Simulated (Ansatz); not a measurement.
Input:

```yaml
crystal:
  lattice:
    - [3.72436, 0.00000, 0.00000]
    - [0.00000, 3.72436, 0.00000]
    - [1.86218, -1.86218, 2.75452]
  atoms:
    - { symbol: Si, position: [0.00000, 0.00000, 0.00000] }
    - { symbol: Si, position: [0.75000, 0.75000, 0.50000] }
```

No spin polarisation.

Method: LDA in Ansatz (plane waves to 420 eV, PAW, no SOC). k-mesh 11×11×11 (Γ-centred); smearing 0.05 eV (Fermi–Dirac).

Question: Estimate the gap character.

Answer: Indirect, Γ → Γ–X (88 % along).

Question: Estimate the band gap.

Answer: 0.15 eV.

The cells carry an imposed strain or load. Whether these cells are dynamically stable was not tested. The cell was made from Si in the diamond structure (space group Fd-3m, No. 227) by this change: biaxial strain −2.50 %, plane normal [001], relaxed out of plane. The zero or small gap of Si under biaxial strain −2.50 %, plane normal [001], relaxed out of plane can change with the level of theory.

Ansatz is an electronic-structure program.
